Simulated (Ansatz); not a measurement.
A self-consistent single point of the (100) slab of HfC (cut from a parent of space group no. 225; 8 atoms in the cell) with Ansatz (a program for electronic structure).

Method: LDA (PW92), default PAW files made with PBE (plane waves; Ansatz).

```
HfC
1.0
    3.29738     0.00000     0.00000
   -3.29738     3.29738     0.00000
    0.00000     0.00000    20.99480
C Hf
4 4
Cartesian
  0.00000   0.00000   7.00000
 -1.64869   1.64869   9.33160
  0.00000   0.00000  11.66320
 -1.64869   1.64869  13.99480
  0.00000   0.00000   9.33160
 -1.64869   1.64869   7.00000
  0.00000   0.00000  13.99480
 -1.64869   1.64869  11.66320
```

Reference input (self-consistent single point, DFT, LDA (PW92), plane waves, default PAW files made with PBE): basis.ecutwfc = 30.9 Ry; kpoints.mp_grid.grid = 13 13 1; hamiltonian.xc = lda; hamiltonian.pseudopotentials = {kind: paw} (the program's default PAW files); scf.occupations.method = fermi_dirac; scf.occupations.width = 0.0073 Ry. This run's input differs from it in these lines:

Ansatz 0.2 input:
```diff
@@ -18,3 +18,3 @@
   mp_grid:
-    grid: [13, 13, 1]
+    grid: [8, 8, 1]
 hamiltonian:
```

Output, abridged:

```
SCF iter   1: F=—  HF=-62884.136969 eV  |F-HF|=—  |Δ(HF+E_count)|=         —  Δρ=5.47e-3  dr2=8.55e-2  ethr=1.77e-3  ⟨swp⟩=5.8  Hψ=3606  notcnv=0  defer=17
all-band conjugate gradients solve this SCF's bands
preconditioner: auto → LDOS
SCF iter   2: F=—  HF=-62884.137468 eV  |F-HF|=—  |Δ(HF+E_count)|=   5.00e-4  Δρ=5.43e-3  dr2=1.01e-1  ethr=7.13e-5  ⟨swp⟩=3.0  Hψ=2253  notcnv=0  defer=46
   [... lines left out ...]
SCF iter   4: F=—  HF=-62884.114118 eV  |F-HF|=—  |Δ(HF+E_count)|=   1.95e-3  Δρ=2.04e-4  dr2=1.39e-4  ethr=8.33e-6  ⟨swp⟩=2.1  Hψ=1507  notcnv=0  defer=46
SCF iter   5: F=—  HF=-62884.114062 eV  |F-HF|=—  |Δ(HF+E_count)|=   5.59e-5  Δρ=6.04e-5  dr2=1.62e-5  ethr=1.16e-7  ⟨swp⟩=2.9  Hψ=2102  notcnv=0  defer=46
SCF iter   6: F=—  HF=-62884.114237 eV  |F-HF|=—  |Δ(HF+E_count)|=   1.75e-4  Δρ=1.85e-5  dr2=1.42e-6  ethr=1.35e-8  ⟨swp⟩=2.3  Hψ=1990  notcnv=0  defer=23
SCF iter   7: F=-62884.114237 eV  HF=-62884.114237 eV  |F-HF|=6.35e-8  |Δ(HF+E_count)|=   2.68e-7  Δρ=4.37e-6  dr2=7.99e-8  ethr=8.33e-11  ⟨swp⟩=12.3  Hψ=7003  notcnv=0
SCF 1 converged in 7 iterations: F = -62884.114237 eV  dr2 = 7.99e-8
Free energy (F): -62884.114237 eV
Internal energy: -62884.073831 eV  (E = F + TS)
E sigma→0 (E₀):  -62884.094034 eV
Entropy (-TS):   -0.040406 eV (-5.051 meV/atom)
Fermi energy:    6.557609 eV
--- Forces (eV/Å), atoms counted from 1 ---
  atom   1  C      0.00000000     0.00000000    -0.25741342
  atom   2  C      0.00000000     0.00000000    -0.55398644
  atom   3  C      0.00000000     0.00000000     0.55398644
  atom   4  C      0.00000000     0.00000000     0.25741342
  atom   5  Hf     0.00000000     0.00000000     0.17277174
  atom   6  Hf     0.00000000     0.00000000     1.82848378
  atom   7  Hf     0.00000000     0.00000000    -1.82848378
  atom   8  Hf     0.00000000     0.00000000    -0.17277174
--- Stress (GPa, compression-positive) ---
       -9.502252       0.000000       0.000000
        0.000000      -9.502252       0.000000
        0.000000       0.000000      -7.089122
  P = ⅓ Tr σ = -8.6979 GPa (-86.979 kbar)
  The stress holds the Pulay correction. Without it, at fixed plane waves, as pw.x and ABINIT print it: P = -8.8182 GPa
```

The run converged in 7 iterations. Against the reference run the free energy hardly moves (within 1 meV/atom) and the largest force goes from 1.812 to 1.828 eV/Å.

The starting cell has typed, rounded lattice constants, without a prior relaxation at this level. The slab is cut from that crystal, and its faces are unrelaxed. Its lattice was rescaled by up to half a per cent. Spin-orbit coupling is off. Spin polarisation is off, though cut faces can carry moments; the slab shows no gap. Forces in this geometry exceed 1 eV/Å.
